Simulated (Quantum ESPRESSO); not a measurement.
A user runs Quantum ESPRESSO on Y3GaC (Pm-3m, 5 atoms in the cell) and asks whether the run is sound. The aim is a self-consistent single point with DFT, LDA (PZ), plane waves, GBRV 1.5 ultrasoft (LDA) pseudopotentials.

Cell that was meant: a = 4.7723 Å, b = 4.7723 Å, c = 4.7723 Å, α = 90.00°, β = 90.00°, γ = 90.00°.

Part of the input:

```fortran
 degauss = 0.0036749,
/
&electrons
 conv_thr = 1.0d-2,
/
ATOMIC_SPECIES
Y     88.9058  y_lda_v1.4.uspp.F.UPF
```

Log, with long lists cut:

```
     G-vector sticks info
     --------------------
     sticks:   dense  smooth     PW     G-vecs:    dense   smooth      PW
   [... lines left out ...]
        k(    1) = (   0.0000000   0.0000000   0.0000000), wk =   0.0058309
        k(    2) = (   0.0000000   0.0000000   0.1428571), wk =   0.0349854
        k(    3) = (   0.0000000   0.0000000   0.2857143), wk =   0.0349854
   [... 17 lines left out ...]

     Dense  grid:    99225 G-vectors     FFT dimensions: (  60,  60,  60)

     Smooth grid:    35033 G-vectors     FFT dimensions: (  45,  45,  45)

     Initial potential from superposition of free atoms

     starting charge      54.9887, renormalised to      56.0000
     Self-consistent Calculation

     iteration #  1     ecut=    50.00 Ry     beta= 0.70

---- Real-time Memory Report at c_bands before calling an iterative solver
           365 MiB given to the printing process from OS
           111 MiB allocation reported by mallinfo(arena+hblkhd)
------------------

     total energy              =    -704.13024155 Ry
     estimated scf accuracy    <       1.90142453 Ry

     iteration #  2     ecut=    50.00 Ry     beta= 0.70

---- Real-time Memory Report at c_bands before calling an iterative solver
   [... lines left out ...]

---- Real-time Memory Report at c_bands before calling an iterative solver
           427 MiB given to the printing process from OS
           139 MiB allocation reported by mallinfo(arena+hblkhd)
------------------

     total energy              =    -705.15009273 Ry
     estimated scf accuracy    <       0.01097110 Ry

     iteration #  5     ecut=    50.00 Ry     beta= 0.70

---- Real-time Memory Report at c_bands before calling an iterative solver
           428 MiB given to the printing process from OS
           140 MiB allocation reported by mallinfo(arena+hblkhd)
------------------
     End of self-consistent calculation

     the Fermi energy is    10.5157 ev

!    total energy              =    -705.15174462 Ry
     estimated scf accuracy    <       0.00104355 Ry
     smearing contrib. (-TS)   =      -0.00080702 Ry
     internal energy E=F+TS    =    -705.15093760 Ry

     convergence has been achieved in   5 iterations

     Forces acting on atoms (cartesian axes, Ry/au):

     atom    1 type  1   force =     0.00000000    0.00000000    0.00000000
   [... zero for the other atoms too ...]

     Total force =     0.000000     Total SCF correction =     0.000000

          total   stress  (Ry/bohr**3)                   (kbar)     P=       97.67
   0.00066393   0.00000000   0.00000000           97.67        0.00        0.00
   0.00000000   0.00066393   0.00000000            0.00       97.67        0.00
   0.00000000   0.00000000   0.00066393            0.00        0.00       97.67

   JOB DONE.
```

Question: Is anything amiss in this input, and did it matter?

Answer: The run is not sound. The fault is a convergence threshold that is too loose. A loop that stops early leaves an energy error of second order in the density error, but errors of first order in forces and stress. To fix it, tighten the threshold. The run converged in 5 iterations without an error; against the sound input the free energy goes up by 1.1 meV/atom and the pressure goes from -0.64 to 9.77 GPa.

The sound input it was made from differs as follows (other fixes are possible):
```diff
- conv_thr = 1.0d-2,
+ conv_thr = 1.0d-10,
```

With that input, the run converged in 13 iterations: free energy E − TS -9594.0837 eV; Fermi level (on the code's own zero) 10.52 eV; pressure -0.64 GPa (DFT, LDA (PZ), plane waves, GBRV 1.5 ultrasoft (LDA) pseudopotentials).

On the sound input: the starting cell comes from a database of computed structures (which also holds hypothetical and non-ambient phases and stackings), without a prior relaxation at this level. Its lattice was rescaled by a random factor within 2.5 % of one.
